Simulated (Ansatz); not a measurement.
**Response to strain in TaSi2**

Consider TaSi$_{2}$ (space group P6_222, No. 180; a = 4.804 Å, c = 6.604 Å). Axes: x lies along a and z along c of the hexagonal cell.

Strains are applied to the cell and any free atomic positions relax; under biaxial strain the out-of-plane vector relaxes too; under stress the whole cell relaxes.

Calculations: PBE (Ansatz, a program for electronic structure, PAW, without spin-orbit coupling), earlier PAW set.

Notes on the quantities. pressure: mean of the normal stresses, compression positive.

| variant | shortest interatomic distance | pressure |
|---|---|---|
| base | 2.568 Å | 0.0 GPa |
| biaxial strain −1.10 %, plane normal [001], relaxed out of plane | 2.571 Å | 3.1 GPa |
| biaxial strain −1.05 %, plane normal [001], relaxed out of plane | 2.571 Å | 3.0 GPa |
| isotropic strain +4.72 % | 2.693 Å | [?] |
| uniaxial strain ε_zz = +2.14 % | [?] | -4.1 GPa |
| uniaxial strain ε_zz = +3.12 % | 2.631 Å | [?] |
| uniaxial stress, 5 GPa tension along z | [?] | – |

Some entries are withheld; estimate them.


- isotropic strain +4.72 %, pressure: -18.9 GPa
- uniaxial strain ε_zz = +2.14 %, shortest interatomic distance: 2.611 Å
- uniaxial strain ε_zz = +3.12 %, pressure: -5.8 GPa
- uniaxial stress, 5 GPa tension along z, shortest interatomic distance: 2.592 Å

Without a gap, meshes like the base's 11×11×7 leave anisotropic stresses uncertain by several tenths of a GPa, and small strain energies with them. Stability under load was not tested beyond the relaxation. The final runs are not spin-polarised. An odd electron count without spin: TaSi2.
